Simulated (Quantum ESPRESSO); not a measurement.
Quantum ESPRESSO is run on Tl (P6_3/mmc, 2 atoms in the cell), and the run fails. The aim is a self-consistent single point with DFT, PBE, plane waves, SSSP 1.1.2 efficiency (PBE) pseudopotentials.

Cell that was meant: a = 3.5589 Å, b = 3.5589 Å, c = 5.7459 Å, α = 90.00°, β = 90.00°, γ = 120.00°.

Part of the input:

```fortran
    smearing = 'cold',
    degauss = 0.0099958,
/
ATOMIC_SPECIES
Tl   204.3800  Tl_pbe_v1.2.uspp.F.UPF
ATOMIC_POSITIONS crystal
Tl    0.33333333    0.66666667    0.25000000
```

Output, abridged:

```
     This program is part of the open-source Quantum ESPRESSO suite
     for quantum simulation of materials; please cite

 %%%%%%%%%%%%%%%%%%%%%%%%%%%%%%%%%%%%%%%%%%%%%%%%%%%%%%%%%%%%%%%%%%%%%%%%%%%%%%
     Error in routine  read_namelists (1):
      bad line in namelist &electrons: "14 14 8  0 0 0" (error could be in the previous line)
 %%%%%%%%%%%%%%%%%%%%%%%%%%%%%%%%%%%%%%%%%%%%%%%%%%%%%%%%%%%%%%%%%%%%%%%%%%%%%%

     stopping ...
```

### Question
From the messages shown, name the fault and mend the input.

### Answer
The fault is a required namelist left out. The program reads the namelists in a fixed order, even empty ones. To fix it, add the namelist. The program stopped before any SCF iteration.

The sound input it was made from differs as follows (other fixes are possible):
```diff
+&electrons
+    conv_thr = 1.0d-9,
+    mixing_beta = 0.5,
+/
```

With that input, the run converged in 13 iterations: free energy E − TS -3944.6662 eV; Fermi level (on the code's own zero) 9.45 eV; pressure -1.55 GPa (DFT, PBE, plane waves, SSSP 1.1.2 efficiency (PBE) pseudopotentials).

On the sound input: the starting cell comes from a database of computed structures (which also holds hypothetical and non-ambient phases and stackings), without a prior relaxation at this level. Its lattice was rescaled by a random factor within 2.5 % of one.
